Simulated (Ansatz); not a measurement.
The reference is a 24-atom supercell of Al$_{2}$Cu (space group I4/mcm, No. 140) at its relaxed geometry.

```xyz
24
Lattice="-6.0020 0.0000 4.8147 0.0000 -6.0020 4.8147 6.0020 0.0000 4.8147" Properties=species:S:1:pos:R:3 pbc="T T T"
Al     0.9539    -2.0471     4.8147
Al    -2.0471    -5.0481    12.0367
Al     0.9539    -2.0471     9.6294
Al    -2.0471    -5.0481     7.2220
Al     0.9539    -3.9549     7.2220
Al     3.9549    -0.9539     4.8147
Al    -5.0481    -3.9549     7.2220
Al    -2.0471    -0.9539     4.8147
Al    -3.9549    -5.0481     9.6294
Al    -0.9539    -2.0471     7.2220
Al     2.0471    -5.0481     9.6294
Al    -0.9539    -2.0471     2.4073
Al     2.0471    -0.9539     2.4073
Al    -0.9539    -3.9549     9.6294
Al     2.0471    -0.9539     7.2220
Al    -0.9539    -3.9549     4.8147
Cu     0.0000     0.0000     1.2037
Cu    -3.0010    -3.0010     8.4257
Cu     0.0000     0.0000     6.0184
Cu     3.0010    -3.0010     8.4257
Cu     0.0000     0.0000     3.6110
Cu     3.0010    -3.0010     6.0184
Cu     0.0000     0.0000     8.4257
Cu    -3.0010    -3.0010     6.0184
```

Method: PBEsol/PAW in Ansatz (a program for electronic structure), no SOC.

One neutral defect a cell, atoms relaxed at fixed cell.

One change was made to it. Results:

The largest displacement of a host atom from its site in the perfect cell comes out as 0.09 Å; the pressure goes from zero to 2.5 GPa.

Q: Which of these changes matches the shifts?
A. B on a Al site, symmetric start
B. Cu on a Al site (antisite), symmetric start
C. Al on a Cu site (antisite)

A: C, Al on a Cu site (antisite). For comparison, the pressure in the other runs: B on a Al site, symmetric start gives -1.7 GPa; Cu on a Al site (antisite), symmetric start gives -1.4 GPa.

The cell is small, so the values are those of an ordered compound at a high defect concentration; dilute-limit values will differ. Defects with a symmetric start kept the site's symmetry and may sit on a saddle; the others started slightly shaken. All final runs are without spin polarisation.
